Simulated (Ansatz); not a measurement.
Take WSi2 (space group I4/mmm, No. 139) as the base.

```
CELL_PARAMETERS angstrom
     -1.60130     1.60130     3.90784
      1.60130    -1.60130     3.90784
      1.60130     1.60130    -3.90784
ATOMIC_POSITIONS crystal
  Si 0.66547 0.66547 0.00000
  Si 0.33453 0.33453 0.00000
  W  0.00000 0.00000 0.00000
```

Method: DFT with PBEsol, PAW potentials and a 420 eV plane-wave cutoff in Ansatz (a first-principles code), without spin-orbit coupling.

Before the change:

- c/a ratio = 2.440
- Shortest interatomic distance = 2.587 Å

Perturbation: cell and atoms relaxed at a pressure of 22.5 GPa.

Predict the new c/a ratio and shortest interatomic distance.

The c/a ratio increases by 0.0153 (2.440 → 2.456); the shortest interatomic distance falls by 0.046 Å (2.587 Å → 2.541 Å).

Load acts through the strain it causes; cell and atoms are relaxed under it. Stability against distortions was not tested. Competing high-pressure phases were not computed. The final runs are not spin-polarised.
